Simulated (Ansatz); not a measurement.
## Effective masses and thermopower of CdS (P6_3mc)

Given:

```yaml
crystal:
  lattice:
    - [4.19630, 0.00000, 0.00000]
    - [-2.09815, 3.63410, 0.00000]
    - [0.00000, 0.00000, 6.82891]
  atoms:
    - { symbol: Cd, position: [0.66667, 0.33333, 0.50023] }
    - { symbol: Cd, position: [0.33333, 0.66667, 0.00023] }
    - { symbol: S, position: [0.66667, 0.33333, 0.87677] }
    - { symbol: S, position: [0.33333, 0.66667, 0.37677] }
```

The numbers are results of PBE, rigid bands (plane waves, PAW, scalar-relativistic; Ansatz, a quantum-chemistry and plane-wave program), not measurements. Condition of this run: functional PBE, cell relaxed with it. Geometry: cell and atoms relaxed with PBE.

The band gap comes out as 1.11 eV and the electron conductivity mass (300 K, dilute) is 0.141 (x), 0.141 (y), 0.132 (z) mₑ. The hole conductivity mass (300 K, dilute) is 1.22 (x), 1.22 (y), 1.55 (z) mₑ and the effective density of states N_c (300 K) comes out as 1.2e18 cm⁻³. The effective density of states N_v (300 K) is 7.4e19 cm⁻³. The density-of-states mass, electrons is 0.131 mₑ. The density-of-states mass, holes is 2.1 mₑ. The Seebeck coefficient, n-type 1e19 cm⁻³, 300 K is -84 μV/K, the best n-type power factor at 300 K for τ = 10 fs (best axis; densities from 1e16 to 1e21 cm⁻³ tried, whether or not they can be reached) is 1.46 μW/(cm·K²) at 3e18 cm⁻³ and the Seebeck coefficient, p-type 1e19 cm⁻³, 300 K comes out as 399 μV/K. The best p-type power factor at 300 K for τ = 10 fs (best axis; densities from 1e16 to 1e21 cm⁻³ tried, whether or not they can be reached) comes out as 12.1 μW/(cm·K²) at 3e20 cm⁻³.

Rigid bands; masses and Seebeck coefficients take one relaxation time τ for all states and one kind of carrier; polarons and phonon drag are left out. Spin-orbit coupling is left out; where it splits the top of the valence band, N_v and the p-type Seebeck coefficient come out somewhat high without it.
